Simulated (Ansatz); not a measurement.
# A computed series for GaN: pressure series

The reference is GaN in the wurtzite structure (space group P6_3mc, No. 186; a = 3.183 Å, c = 5.184 Å).

Cell and atoms are relaxed at each pressure.

Method: r2SCAN, PAW, 500 eV (Ansatz, an electronic-structure program; scalar-relativistic without spin-orbit coupling), earlier PAW set.

Candidates:
(a) pressure −1 GPa
(b) pressure 75 GPa
(c) pressure −2 GPa

Base values:

| Quantity | Value |
|---|---|
| Band gap | 2.35 eV |

Order them by band gap, highest first.

(b) pressure 75 GPa (3.95 eV), (a) pressure −1 GPa (2.32 eV), (c) pressure −2 GPa (2.28 eV)

Load acts through the strain it causes; cell and atoms are relaxed under it. Whether these cells are dynamically stable was not tested. Measured, GaN leaves this structure (for rock salt) near 47 GPa (temperature not stated; as listed in Datta, Sujoy, Jana, Debnarayan, arXiv (2020)), on rising pressure, with hysteresis.
